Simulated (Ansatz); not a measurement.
Start from GaN in the zinc blende structure (space group F-43m, No. 216).

```
CELL_PARAMETERS angstrom
      0.00000     2.27425     2.27425
      2.27425     0.00000     2.27425
      2.27425     2.27425     0.00000
ATOMIC_POSITIONS crystal
  Ga 0.00000 0.00000 0.00000
  N  0.25000 0.25000 0.25000
```

The values are results of PBE/PAW in Ansatz (a first-principles code), without spin-orbit coupling, not measurements.

Base values:

```
Item        Value
--------  -------
Band gap  1.54 eV
```

One thing is altered: every lattice vector is stretched by 3.00 %, atoms relaxed at fixed cell.

### Question
How does this affect the energy relative to the base and band gap?

### Answer
The energy rises by 46 meV/atom; the band gap shrinks by 0.56 eV, from 1.54 eV to 0.98 eV.

The cells carry an imposed strain or load. Stability against distortions was not tested. This is not the structure that GaN has at room temperature and ambient pressure.
